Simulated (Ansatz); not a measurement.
Density of states of RuP2 (Pnnm) above the conduction band minimum, PBEsol, rigid bands (Ansatz, a program for electronic structure); cell volume 85.7 Å³.

(energy from edge (eV), 10⁻³ states/eV/cell): (0.006, 65.3); (0.031, 154); (0.056, 211); (0.081, 260); (0.106, 304); (0.131, 344); (0.156, 378); (0.181, 420); (0.206, 447); (0.231, 484); (0.256, 520); (0.281, 555); (0.319, 670); (0.344, 745); (0.369, 818); (0.394, 889); (0.419, 981); (0.444, 1070); (0.469, 1180); (0.494, 1290); (0.519, 1410); (0.544, 1540); (0.569, 1710); (0.594, 2150)

### Question
What effective density of states at 300 K does this give (∫ g(E) exp(−E/k_BT) dE, both spins, divided by the cell's size)?

### Answer
3.8e19 cm⁻³, a density-of-states mass of 1.32 mₑ, valleys and band degeneracy included.

Spin-orbit coupling is left out. Geometry: cell and atoms relaxed with PBEsol.

Formula and space group known from diffraction (Crystallography Open Database), not checked to be the room-temperature form: RuP2 (Pnnm).
